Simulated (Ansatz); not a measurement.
Results of PBE0 (PAW; Ansatz, an electronic-structure program) for Zr2N2O (C2/m, No. 12, 15 atoms in the cell; start mp-755368).

Settings: plane-wave cutoff 460 eV, 6×6×4 k mesh (along the axes of the cell as run), Fermi–Dirac smearing 0.01 eV, scalar-relativistic PAW data made under PBE.

Cell (relaxed with PBEsol):

```yaml
crystal:
  lattice:
    - [6.77865, -1.63972, 0.00527]
    - [6.77865, 1.63972, 0.00527]
    - [-1.47371, 0.00000, 8.05865]
  atoms:
    - { symbol: Zr, position: [0.03139, 0.03139, 0.80753] }
    - { symbol: Zr, position: [0.96861, 0.96861, 0.19247] }
    - { symbol: Zr, position: [0.62974, 0.62974, 0.47445] }
    - { symbol: Zr, position: [0.37026, 0.37026, 0.52555] }
    - { symbol: Zr, position: [0.69439, 0.69439, 0.13143] }
    - { symbol: Zr, position: [0.30561, 0.30561, 0.86857] }
    - { symbol: N, position: [0.53437, 0.53437, 0.65608] }
    - { symbol: N, position: [0.46563, 0.46563, 0.34392] }
    - { symbol: N, position: [0.17242, 0.17242, 0.96619] }
    - { symbol: N, position: [0.82758, 0.82758, 0.03381] }
    - { symbol: N, position: [0.12671, 0.12671, 0.28716] }
    - { symbol: N, position: [0.87329, 0.87329, 0.71284] }
    - { symbol: O, position: [0.20983, 0.20983, 0.61946] }
    - { symbol: O, position: [0.79017, 0.79017, 0.38054] }
    - { symbol: O, position: [0.50000, 0.50000, 0.00000] }
```

### Question
Give the computed band gap, smallest direct gap on the k points sampled and direct gap at Γ.

### Answer

- band gap: 3.61 eV
- smallest direct gap on the k points sampled: 3.88 eV
- direct gap at Γ: 4.06 eV

Note: cell and atoms aren't relaxed at this level (pressure 1.5 GPa).

Spin–orbit coupling is not included.

The computed numbers hold no vibrational or temperature effects.

A start named mp-… is a Materials Project structure, which need not be a measured phase.
